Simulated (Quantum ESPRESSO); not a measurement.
**Pressure against volume in wurtzite ZnS (space group 186) (Quantum ESPRESSO, PBE)**

```yaml
crystal:
  lattice:
    - [3.75208, 0.00000, 0.00000]
    - [-1.87604, 3.24939, 0.00000]
    - [0.00000, 0.00000, 6.14869]
  atoms:
    - { symbol: Zn, position: [0.33333, 0.66667, 0.00000] }
    - { symbol: Zn, position: [0.66667, 0.33333, 0.50000] }
    - { symbol: S, position: [0.33333, 0.66667, 0.37500] }
    - { symbol: S, position: [0.66667, 0.33333, 0.87500] }
```

Level of theory: PBE, GBRV 1.5 ultrasoft (PBE) pseudopotentials (plane waves; Quantum ESPRESSO). Settings: ecutwfc = 65 Ry; ecutrho = 325 Ry; occupations = smearing; smearing = fd; degauss = 0.000734986 Ry; potentials = {Zn: zn_pbe_v1.uspp.F.UPF, S: s_pbe_v1.4.uspp.F.UPF}; K_POINTS = automatic 10 10 5 0 0 0; conv_thr = 1e-10 Ry. The cell above is the first row's. The rows scale it uniformly. In all rows fractional positions and the k mesh are held.

```
V (Å^3/atom)  P (GPa)
------------  -------
18.741           6.08
19.149           4.12
19.556           2.37
19.963           0.80
20.371          -0.62
20.778          -1.88
21.186          -3.01
21.593          -4.02
22.001              ?
```

The 8 complete rows are fitted with a cubic, P against V. With u = V - 20.2, the rows have u = -1.4590, -1.0510, -0.6440, -0.2370, 0.1710, 0.5780, 0.9860, 1.3930. Least squares gives P = -0.045 - 3.4316·u + 0.4682·u² - 0.03852·u³. Residuals (row less fit): 0.002, -0.004, 0.001, 0.005, -0.002, -0.001, 0.000, 0.001; standard error 0.003 (degrees of freedom: 4). The fitted pressure is zero at V0 = 20.19, where dP/dV = -3.444, so B0 = -V0·dP/dV = 69.5 GPa.

**Question.** What does the fit predict for P at V = 22.001, and how far is the calculated value from it?

**Answer.** u = 1.8010, so P = -0.045 - 3.4316 × 1.8010 + 0.4682 × 1.8010² - 0.03852 × 1.8010³ = -4.932 GPa. The calculation gives -4.93 GPa, which the fit meets to the printed digits. The row lies outside the fitted rows, so this is an extrapolation. From the scatter of the fitted rows alone, a prediction at this place has a standard error of 0.009 GPa, so the miss is 0.2 times that.

Carrying the step between the two nearest rows on in a straight line would have given -5.03, off by 0.10; series whose last step already gives the withheld value aren't shown. The scan was laid around a cell of about the measured size, scaled by a guess for this functional; axis ratios and inner coordinates come from that cell. This is the high-temperature polymorph. The runs keep the symmetry of the cell, so they don't test it for distortions. The shape of the cell and the inner coordinates aren't relaxed, so V0 and B0 belong to this uniform scaling; a relaxed crystal lies no higher in energy and is usually softer (forces reach 0.03 eV/Å in these rows). Cutoffs and mesh are single choices, not tested for convergence of this quantity. Series with a scatter that would blur these digits, or in which a gap closes, are not shown.
